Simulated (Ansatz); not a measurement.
The parent structure is HfO2 in the fluorite structure (space group Fm-3m, No. 225; a = 5.0585 Å). Axes: x, y, z lie along the cube axes.

The values are results of Ansatz (a program for electronic structure), r2SCAN, PAW, cutoff 500 eV, no spin-orbit coupling, not measurements.

For the base:

The shortest interatomic distance comes out as 2.190 Å.

One thing is altered: compressive biaxial strain of 0.58 % in the plane normal to [001], as in epitaxy on a mismatched substrate; the out-of-plane cell vector and the atoms relax.

### Question
Estimate the effect on the in-plane stress.

### Answer
The mean in-plane stress (compression positive) is +4.0 GPa.

### Question
What does the calculation give for the out-of-plane strain after the change?

### Answer
The out-of-plane strain amounts to +0.21 %.

### Question
Predict the new shortest interatomic distance.

### Answer
The shortest interatomic distance falls by 0.007 Å to 2.183 Å.

### Question
How does this affect the energy relative to the base?

### Answer
The energy grows by 1.5 meV/atom.

Stability against distortions was not tested. This is not the structure that HfO2 has at room temperature and ambient pressure.
